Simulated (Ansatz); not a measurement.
Defect: interstitial O in zinc-blende BP, neutral cell. The step: several atoms move together, O the farthest; the atom moves 1.11 Å along (-0.17, 0.17, 0.00) of the unit cell; the moving atom starts with neighbours B at 1.40; P at 1.55 Å and ends with B at 1.40; P at 1.55 Å. A PBE band in Ansatz (plane-wave PAW, a 2×2×2 k-point mesh shifted by half a step, 64 host sites, 67 SCF runs with any check of the saddle's order, static, no finite-size correction) gives a forward barrier of 2.26 eV. The saddle point's order was not checked, and it lies on a symmetry element of the cell, where a band can be held. The charge state is imposed; whether it is stable for some Fermi level was not computed. Sites that were not tried may lie lower.

Single points at the band's start and saddle point can refine it. Rough cost of one point, in units of the band's mean SCF on the same machine:

```csv
Level,Cost of one point
"PBE, a 3×3×3 k-point mesh shifted by half a step",about 5
"r2SCAN at 500 eV, a 2×2×2 k-point mesh shifted by half a step",about 3
```

Problem. Which of these move the barrier by more than 0.1 eV, and how far does each move it?

Solution. PBE, a 3×3×3 k-point mesh shifted by half a step: +0.02 eV; r2SCAN at 500 eV, a 2×2×2 k-point mesh shifted by half a step: +0.21 eV. Each functional is compared with PBE at the same k-points.

Ansatz is a quantum-chemistry and plane-wave program.
